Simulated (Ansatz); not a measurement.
## CdTe (model structure, started from the WC type, P-6m2, No. 187, 2 atoms in the cell): properties by level of theory

```csv
level (code),lattice constant a (Å),lattice parameter c (Å),formation enthalpy (eV/atom)
PBE (Ansatz),4.242,3.808,-0.133
PBEsol (Ansatz),4.121,…,…
PBE-D3(BJ) (Ansatz),4.120,3.813,…
r²SCAN (Ansatz),4.195,3.811,-0.204
```

Question: Fill in the missing entries.

Answer: 
- PBEsol (Ansatz, a quantum-chemistry and plane-wave program), lattice parameter c (Å): 3.773
- PBEsol (Ansatz), formation enthalpy (eV/atom): -0.104
- PBE-D3(BJ) (Ansatz), formation enthalpy (eV/atom): -0.110

Ansatz's density-functional and Hartree–Fock values are scalar-relativistic unless marked +SOC, with PAW data made under PBE.

The computed numbers hold no vibrational or temperature effects.

A model structure was made by putting elements into a prototype or built by hand; it is no filed structure, need not be a known phase, and can be a saddle point held by its symmetry.
